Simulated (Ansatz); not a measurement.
**Sr₂BeN₂ (model structure, started from the Ca2ZnN2 type, I4/mmm, No. 139, 5 atoms in the cell)**

Calculation: PBEsol (Ansatz, a quantum-chemistry and plane-wave program, PAW).

Numerical settings: plane-wave cutoff 520 eV, 12×12×12 k mesh, Fermi–Dirac smearing 0.01 eV, scalar-relativistic PAW data made under PBE.

Cell (relaxed with PBEsol):

```yaml
crystal:
  lattice:
    - [-1.88950, 1.88950, 5.88763]
    - [1.88950, -1.88950, 5.88763]
    - [1.88950, 1.88950, -5.88763]
  atoms:
    - { symbol: Sr, position: [0.65182, 0.65182, 0.00000] }
    - { symbol: Sr, position: [0.34818, 0.34818, 0.00000] }
    - { symbol: Be, position: [0.00000, 0.00000, 0.00000] }
    - { symbol: N, position: [0.86883, 0.86883, 0.00000] }
    - { symbol: N, position: [0.13117, 0.13117, 0.00000] }
```

* **band gap**: 0.86 eV

Note: the relaxation could raise the start's symmetry but not lower it, so the cell can be a saddle point.

Spin–orbit coupling is not included.

A model structure was made by putting elements into a prototype or built by hand; it is no filed structure, need not be a known phase, and can be a saddle point held by its symmetry.
